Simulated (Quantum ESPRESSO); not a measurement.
Worked example: self-consistent single point of K (Im-3m, 1 atom in the cell) in Quantum ESPRESSO.

Computed with PBE, SSSP 1.1.2 efficiency (PBE) pseudopotentials (plane waves; Quantum ESPRESSO).

The change in words: lattice scaled by 0.98. Reference geometry:
```xyz
1
Lattice="-2.6400 2.6400 2.6400 2.6400 -2.6400 2.6400 2.6400 2.6400 -2.6400" Properties=species:S:1:pos:R:3 pbc="T T T"
K      0.0000     0.0000     0.0000
```

Reference input (self-consistent single point, DFT, PBE, plane waves, SSSP 1.1.2 efficiency (PBE) pseudopotentials): ecutwfc = 50 Ry; ecutrho = 400 Ry; occupations = smearing; smearing = gauss; degauss = 0.0099958 Ry; potentials = {K: K.pbe-spn-kjpaw_psl.1.0.0.UPF}; K_POINTS = automatic 9 9 9 0 0 0; conv_thr = 1e-09 Ry; mixing_beta = 0.3. This run's input differs from it in these lines:

```diff
@@ -25,5 +25,5 @@
 CELL_PARAMETERS {angstrom}
-  -2.64000000     2.64000000     2.64000000
-   2.64000000    -2.64000000     2.64000000
-   2.64000000     2.64000000    -2.64000000
+  -2.58720000     2.58720000     2.58720000
+   2.58720000    -2.58720000     2.58720000
+   2.58720000     2.58720000    -2.58720000
 ATOMIC_POSITIONS {crystal}
```

Output, abridged:

```
     Self-consistent Calculation

     iteration #  1     ecut=    50.00 Ry     beta= 0.30

     Threshold (ethr) on eigenvalues was too large:
     Diagonalizing with lowered threshold

     c_bands:  1 eigenvalues not converged

     total energy              =    -113.01078696 Ry
     estimated scf accuracy    <       0.00128526 Ry

     iteration #  2     ecut=    50.00 Ry     beta= 0.30

     total energy              =    -113.01071743 Ry
     estimated scf accuracy    <       0.00046580 Ry

     iteration #  3     ecut=    50.00 Ry     beta= 0.30

     total energy              =    -113.01078157 Ry
     estimated scf accuracy    <       0.00004443 Ry

   [... 3 blocks of this kind left out ...]

     iteration #  7     ecut=    50.00 Ry     beta= 0.30

     total energy              =    -113.01078581 Ry
     estimated scf accuracy    <          4.8E-09 Ry

     iteration #  8     ecut=    50.00 Ry     beta= 0.30
     End of self-consistent calculation

     the Fermi energy is     2.0656 ev

!    total energy              =    -113.01078583 Ry
     estimated scf accuracy    <          4.4E-10 Ry
     smearing contrib. (-TS)   =      -0.00043037 Ry
     internal energy E=F+TS    =    -113.01035546 Ry

     convergence has been achieved in   8 iterations

     Forces acting on atoms (cartesian axes, Ry/au):

     atom    1 type  1   force =     0.00000000    0.00000000    0.00000000

     Total force =     0.000000     Total SCF correction =     0.000000

          total   stress  (Ry/bohr**3)                   (kbar)     P=        1.65
   0.00001118  -0.00000000  -0.00000000            1.65       -0.00       -0.00
  -0.00000000   0.00001118  -0.00000000           -0.00        1.65       -0.00
  -0.00000000  -0.00000000   0.00001118           -0.00       -0.00        1.65

   JOB DONE.
```

The run converged in 8 iterations. Against the reference run the free energy goes up by 3.2 meV/atom and the pressure goes from -0.07 to 0.16 GPa.

The starting cell has typed, rounded lattice constants, without a prior relaxation at this level. For this run, on top of that: lattice scaled by 0.98.
